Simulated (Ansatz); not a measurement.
The starting structures come from a database of crystals and need not be the phases stable at ambient conditions.

 Where the default PAW files enter, the runs use the earlier of Ansatz's two default sets.

Here is the system:

```yaml
crystal:
  lattice:
    - [4.16811, 0.00000, 0.00000]
    - [-2.08406, 3.60969, 0.00000]
    - [0.00000, 0.00000, 6.83999]
  atoms:
    - { symbol: In, position: [0.66667, 0.33333, 0.50020] }
    - { symbol: In, position: [0.33333, 0.66667, 0.00020] }
    - { symbol: P, position: [0.66667, 0.33333, 0.87480] }
    - { symbol: P, position: [0.33333, 0.66667, 0.37480] }
```

Space group of this cell: P6_3mc, wurtzite. The cell is taken as given.

All values below come from r2SCAN (plane waves, PAW; Ansatz, an electronic-structure program).

The current runs along the normal of the first two printed vectors; no spin-orbit coupling. Scaled by the factor s: both lengths across the current (ions clamped). Meshes 12×12×6 and 12×12 across the current in all rows.

```csv
s,mean pressure (GPa),slowest mid-gap decay constant κ (1/Å)
0.98,3.2,0.082
1.00,0.1,0.073
1.02,-2.3,?
```

Q: Take the slope of the slowest mid-gap decay constant κ against ln s from the two given rows, extrapolate to s = 1.02, and say what the run there gives.

A: Slope = (0.082 − 0.073) / ln 0.98 = -0.445 1/Å. The line gives 0.073 + (-0.445) × ln 1.02 = 0.064 1/Å. The run gives 0.061 1/Å, 0.003 1/Å under the line, 36 % of the predicted step.
